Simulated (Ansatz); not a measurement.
**Pressure series in GaN**

The reference is GaN in the rock salt structure (space group Fm-3m, No. 225; a model cell).

```
GaN
1.0
    0.00000     2.10974     2.10974
    2.10974     0.00000     2.10974
    2.10974     2.10974     0.00000
Ga N
1 1
Direct
  0.50000   0.50000   0.50000
  0.00000   0.00000   0.00000
```

Cell and atoms are relaxed at each pressure.

The values are results of DFT with PBEsol, PAW potentials and a 420 eV plane-wave cutoff in Ansatz (an electronic-structure program), scalar-relativistic without spin-orbit coupling, not measurements.

Candidates:
(a) pressure 0.7 GPa
(b) pressure 0.3 GPa
(c) pressure −2 GPa

For the base:

| Property | Value |
|---|---|
| Smallest direct gap | 2.80 eV |

Order them by smallest direct gap, lowest first.

(c) pressure −2 GPa (2.69 eV), (b) pressure 0.3 GPa (2.82 eV), (a) pressure 0.7 GPa (2.84 eV)

Load acts through the strain it causes; cell and atoms are relaxed under it. Whether these cells are dynamically stable was not tested. The base started in Pnma and relaxed to Fm-3m at this level. This is not the structure that GaN has at room temperature and ambient pressure.
